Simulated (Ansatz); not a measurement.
Consider Ru in the hcp (Mg type) structure (space group P6_3/mmc, No. 194; a = 2.7046 Å, c = 4.2601 Å). Axes: x lies along a and z along c of the hexagonal cell.

Calculations: Ansatz (an electronic-structure program) r2SCAN, spin-orbit coupling left out.

Before the change:

```
Property    Value
--------  -------
Pressure  0.0 GPa
```

Modification: a pure shear with ε_xy = ε_yx = 0.0226, atoms relaxed at fixed cell.

Q: What does the calculation give for the energy relative to the base after the change?

A: The energy goes up by 18 meV/atom.

Q: Predict the new pressure.

A: The pressure (mean of the normal stresses, compression positive) goes from zero to 0.6 GPa.

Without a gap, meshes like the base's 20×20×11 leave anisotropic stresses uncertain by several tenths of a GPa, and small strain energies with them. The cells carry an imposed strain or load. Stability against distortions was not tested. The final runs are not spin-polarised.
